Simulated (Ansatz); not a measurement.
Band structure of Mg₆SnMo (Amm2, 8 atoms in the cell).

```
CELL_PARAMETERS angstrom
      4.95636     0.00000     0.00000
      0.00000     3.13079     5.32723
      0.00000    -3.13079     5.32723
ATOMIC_POSITIONS crystal
  Mg 0.00000 0.34704 0.82492
  Mg 0.00000 0.82492 0.34704
  Mg 0.00000 0.33372 0.33372
  Mg 0.50000 0.17353 0.66401
  Mg 0.50000 0.66401 0.17353
  Mg 0.50000 0.16577 0.16577
  Sn 0.00000 0.82486 0.82486
  Mo 0.50000 0.66615 0.66615
```

Level of theory: PBEsol, PAW files made with PBE (plane waves; Ansatz, a quantum-chemistry and plane-wave program).

Settings: basis.ecutwfc = 30.9 Ry; kpoints.mp_grid.grid = 4 3 3; hamiltonian.xc = pbesol; hamiltonian.pseudopotentials = {kind: paw} (the program's default PAW files); scf.occupations.method = gaussian; scf.occupations.width = 0.0073 Ry; kpoints.band_path.npoints = 8.

The starting cell comes from a database of computed structures (which also holds hypothetical and non-ambient phases and stackings), without a prior relaxation at this level. Spin polarisation is off.

Levels in eV from the Fermi level, bands 41 to 48:
| point | 41 | 42 | 43 | 44 | 45 | 46 | 47 | 48 |
|---|---|---|---|---|---|---|---|---|
| Γ | -1.81 | -1.06 | -0.79 | -0.52 | 0.40 | 0.50 | 1.53 | 2.63 |
| X | -1.03 | -0.20 | -0.03 | 0.17 | 0.60 | 0.75 | 1.22 | 1.28 |
| S | -1.01 | -0.38 | -0.30 | -0.10 | 0.67 | 1.29 | 1.39 | 1.69 |
| R | -1.68 | -0.70 | -0.29 | -0.09 | 0.18 | 0.80 | 1.90 | 2.50 |
| A | -0.97 | -0.59 | -0.56 | -0.30 | -0.25 | 1.51 | 1.82 | 1.96 |
| Z | -1.26 | -1.21 | -1.14 | -0.65 | -0.31 | -0.28 | -0.20 | 1.25 |
| Y | -0.63 | -0.52 | 0.00 | 0.09 | 1.21 | 1.42 | 1.47 | 1.55 |
| X1 | -1.03 | -0.20 | -0.03 | 0.17 | 0.60 | 0.75 | 1.22 | 1.28 |
| A1 | -0.97 | -0.59 | -0.56 | -0.30 | -0.25 | 1.51 | 1.82 | 1.96 |
| T | -1.41 | -0.68 | -0.39 | -0.29 | 0.24 | 0.83 | 1.55 | 2.66 |

Bands cross the Fermi level along this path, so the cell is metallic at this level.

Keys are those of Ansatz 0.2.
